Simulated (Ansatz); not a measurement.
## TiAl under load (space group P4/mmm): band-structure transport figures

Given:

```yaml
crystal:
  lattice:
    - [2.70815, 0.00000, 0.00000]
    - [0.00000, 2.70815, 0.00000]
    - [0.00000, 0.00000, 4.04898]
  atoms:
    - { symbol: Ti, position: [0.50000, 0.50000, 0.50000] }
    - { symbol: Al, position: [0.00000, 0.00000, 0.00000] }
```

The numbers are results of PBEsol, rigid bands (plane waves, PAW, scalar-relativistic; Ansatz, an electronic-structure program), not measurements. Condition of this run: biaxial strain xx = yy = -3 %, z clamped. Geometry: cell and atoms relaxed with PBEsol, then loaded as said.

density of states at the Fermi level: 1.77 states/(eV·cell), both spins
bare Sommerfeld coefficient: 2.1 mJ/(mol of atoms·K²)
Drude plasma energy: 5.4 (x), 5.4 (y), 5.0 (z) eV
root-mean-square Fermi velocity: 4.3e5 m/s
resistivity times τ: 16.5 (x), 16.5 (y), 19.2 (z) ×10⁻²² Ω·m·s

A metal at this level (no band gap); rigid bands, thermally averaged at 300 K, both spins. Spin-orbit coupling is left out. τ is one relaxation time for all states.
